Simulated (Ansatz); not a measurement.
**Nb, response to strain**

The reference is Nb in the bcc (W type) structure (space group Im-3m, No. 229; a = 3.304 Å; relaxed with 0.1 eV smearing).

Strains are applied to the cell and any free atomic positions relax.

Level of theory: r2SCAN (Ansatz, an electronic-structure program; PAW; 500 eV plane waves; no spin-orbit coupling).

Notes on the quantities. energy relative to the base: free energy F.

```tsv
case	energy relative to the base	volume per atom
base	0 meV/atom	18.04 Å³
isotropic strain −3.00 %	+86 meV/atom	16.47 Å³
isotropic strain −2.50 %	+59 meV/atom	16.72 Å³
isotropic strain −2.00 %	+37 meV/atom	16.98 Å³
isotropic strain −1.50 %	+21 meV/atom	17.24 Å³
isotropic strain −1.00 %	+9.0 meV/atom	17.51 Å³
isotropic strain −0.50 %	+2.2 meV/atom	17.77 Å³
```

No phonon test of stability was made. The final runs are not spin-polarised.
